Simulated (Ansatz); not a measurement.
# What Te → Sn does to hypothetical Fm-3m WTe2

Consider WTe2 (space group Fm-3m, No. 225; a = 6.569 Å; a hypothetical phase, not in the database extracts checked).

One thing is altered: full substitution Te → Sn; the structure is relaxed again.

The values are results of Kohn–Sham DFT with the PBEsol functional, run in Ansatz (an electronic-structure program) with PAW and 420 eV plane waves, no spin-orbit coupling, not measurements. Settings: 12×12×12 k-points, 0.05 eV Fermi–Dirac smearing.

| quantity | base | changed | shift |
|---|---|---|---|
| volume per atom | 23.62 Å³ | 23.10 Å³ | -0.52 Å³ |
| density | 10.29 g/cm³ | 10.09 g/cm³ | -0.20 g/cm³ |
| lattice parameter a | 12.414 bohr | 12.322 bohr | -0.0913 bohr |
| space group | Fm-3m (No. 225) | Fm-3m (No. 225) | – |
| shortest interatomic distance | 5.375 bohr | 5.336 bohr | -0.0395 bohr |
| band gap | zero | zero | – |

Cost of the whole job for the changed cell (relaxation, final SCF and bands): around 60 core-seconds (rough).

Stability against distortions was not tested. As relaxed here, Sn2W is a hypothetical phase, not in the database extracts checked. All final runs are without spin polarisation. Sn2W and WTe2 have a high density of states at the Fermi level and may be magnetic at this level.
